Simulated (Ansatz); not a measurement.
**TaN: biaxial strain +1.61 %, plane normal [110], relaxed out of plane**

Take TaN in the rock salt structure (space group Fm-3m, No. 225; a = 4.376 Å; relaxed with 0.1 eV smearing) as the base. Axes: x, y, z lie along the cube axes.

It is then changed as follows: tensile biaxial strain of 1.61 % in the plane normal to [110], as in epitaxy on a mismatched substrate; the out-of-plane cell vector and the atoms relax.

Method: PBEsol, PAW, 420 eV (Ansatz, a first-principles code; no spin-orbit coupling). k-mesh 23×23×23 (Γ-centred); smearing 0.1 eV (Fermi–Dirac).

The space group goes from Fm-3m (No. 225) to Immm (No. 71) and the shortest interatomic distance stays essentially unchanged (2.188 Å against 2.189 Å). The energy increases by 8.9 meV/atom and the pressure (mean of the normal stresses, compression positive) goes from zero to -5.5 GPa. The band gap stays zero and the out-of-plane strain comes out as -1.51 %. The ratio −ε⊥/ε∥ amounts to 0.94 and the mean in-plane stress (compression positive) amounts to -8.2 GPa.

Cost of the whole job for the changed cell (relaxation, final SCF and bands): around 13 core-minutes (rough).

A biaxial case was relaxed in a doubled cell and then solved in the primitive one. Stability against distortions was not tested. All final runs are without spin polarisation. This is not the structure that TaN has at room temperature and ambient pressure.
